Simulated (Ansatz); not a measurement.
Here is the system:

```
Mg2Ge
1.0
    0.00000     3.14325     3.17468
    3.14325     0.00000     3.17468
    3.14325     3.14325     0.00000
Mg Ge
2 1
Cartesian
  1.57162   1.57162   1.58734
  4.71487   4.71487   4.76202
  0.00000   0.00000   0.00000
```

No spin polarisation.

Computed with Ansatz (a program for electronic structure) LDA, no spin-orbit coupling. Γ-centred 13×13×13 mesh, Fermi–Dirac width 0.05 eV.

Predict the stress (xx, yy, zz, yz, xz, xy; compression positive).

(-0.24, -0.24, -1.17, 0.00, 0.00, 0.00) GPa.

Estimate the electron mass.

0.55 mₑ along k, 0.18 mₑ across (at X).

Estimate the gap character.

Indirect, Γ → X.

Estimate the valence-band top at Γ (three highest levels, from the VBM).

0.00, 0.00, -0.05 eV.

The cells carry an imposed strain or load. Masses are band curvatures over ±0.01 Å⁻¹ around the edge. Along k means along the line from Γ to the band edge. Whether these cells are dynamically stable was not tested. The cell was made from Mg2Ge in the anti-fluorite structure (space group Fm-3m, No. 225) by this change: uniaxial strain ε_zz = +1.00 %. The zero or small gap of Mg2Ge can change with the level of theory.
